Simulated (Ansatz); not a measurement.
Here is the system:

```xyz
12
Lattice="3.8461 0.0000 0.0000 1.9230 3.3308 0.0000 0.0000 0.0000 25.9910" Properties=species:S:1:pos:R:3 pbc="T T T"
F      2.8845     0.5551     7.4953
Ca     0.9615    -0.5551     8.2939
F      4.8076     1.6654     9.0841
F      4.8076    -0.5551    10.6336
Ca     2.8845    -1.6654    11.4247
F      6.7306     0.5551    12.2099
F      6.7306    -1.6654    13.7811
Ca     4.8076    -2.7757    14.5663
F      8.6536    -0.5551    15.3574
F      8.6536    -2.7757    16.9069
Ca     6.7306    -3.8859    17.6971
F     10.5767    -1.6654    18.4957
```

No spin polarisation.

Calculations: Kohn–Sham DFT with the r2SCAN functional, run in Ansatz (a first-principles code) with PAW and 500 eV plane waves, scalar-relativistic without spin-orbit coupling. Γ-centred 10×10×1 mesh, Fermi–Dirac width 0.05 eV. The cell is a slab with vacuum along z.

**Question.** Predict the gap character and band gap.

**Answer.** The gap character comes out as indirect, M → Γ. The band gap is 7.62 eV.

Stability against distortions was not tested. The cell was made from CaF₂ in the fluorite structure (space group Fm-3m, No. 225) by this change: a free-standing slab of 4 layers (12 atoms, 3 a layer) is cut normal to [111], with 15 Å of vacuum and the in-plane cell held at bulk.
